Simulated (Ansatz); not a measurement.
Fluorite AuAl2: PBE at its full settings (plane-wave cutoff 520 eV, 16×16×16 k mesh, Fermi–Dirac smearing 0.05 eV, scalar-relativistic PAW data made under PBE) and at cheaper ones, in a cell of 3 atoms with Γ-centred meshes.

```tsv
level and setting	equilibrium lattice constant a (Å)	bulk modulus (GPa)
PBE (Ansatz)	6.061	105
PBE (2×2×2 k mesh) (Ansatz)	5.970	129
PBE (4×4×4 k mesh) (Ansatz)	6.046	111
PBE (6×6×6 k mesh) (Ansatz)	6.062	103
PBE (Fermi-Dirac smearing of 0.3 eV) (Ansatz)	6.066	103
```

Largest shifts from the full settings: lattice constant a -1.50 % (PBE (2×2×2 k mesh)); bulk modulus +23 % (PBE (2×2×2 k mesh)).

Ansatz's density-functional and Hartree–Fock values are scalar-relativistic unless marked +SOC, with PAW data made under PBE.

Run with cheap settings on purpose, which may leave them unconverged: PBE (2×2×2 k mesh), PBE (4×4×4 k mesh), PBE (6×6×6 k mesh), PBE (Fermi-Dirac smearing of 0.3 eV).

Ansatz is a program for electronic structure.
